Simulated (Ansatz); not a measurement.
Take SnTe in the rock salt structure (space group Fm-3m, No. 225; a = 6.235 Å) as the base.

Calculations: Kohn–Sham DFT with the LDA functional, run in Ansatz (a quantum-chemistry and plane-wave program) with PAW and 420 eV plane waves, spin-orbit coupling left out.

Strains are applied to the cell and any free atomic positions relax.

One change was made to it. Results:

The pressure goes from zero to -3.2 GPa; the energy grows by 25 meV/atom.

### Question
What was done to the base?
A. isotropic strain +2.00 %
B. isotropic strain +3.00 %
C. isotropic strain +2.50 %

### Answer
C, isotropic strain +2.50 %. For comparison, the energy relative to the base in the other runs: isotropic strain +2.00 % gives +16 meV/atom; isotropic strain +3.00 % gives +35 meV/atom.

Whether these cells are dynamically stable was not tested. The final runs are not spin-polarised. Gaps under 0.05 eV, about the width of the smearing, are given as zero.
